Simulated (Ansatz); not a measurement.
The parent structure is SrHfO3 in the cubic perovskite structure (space group Pm-3m, No. 221; a = 4.106 Å).

The change: a negative pressure, −2 GPa.

Levels (all Ansatz, a first-principles code, PAW): PBEsol (420 eV, scalar-relativistic without spin-orbit coupling); HSE06 (420 eV, scalar-relativistic without spin-orbit coupling).

The geometry is relaxed with PBEsol.

* **PBEsol band gap**: 3.70 eV

Problem. What does HSE06 give at this geometry for the band gap?

Solution. The band gap rises by 1.655 eV, from 3.70 eV to 5.36 eV.

Single points use the geometry relaxed with PBEsol. HSE06 was sampled on its mesh, a few special points and the semilocal edge points, so its gap is an upper bound. With Hf present, leaving out spin-orbit coupling can change the band edges. Load acts through the strain it causes; cell and atoms are relaxed under it. Stability against distortions was not tested. Many cubic perovskites are stable only at high temperature; tilts and polar distortions were not tested.
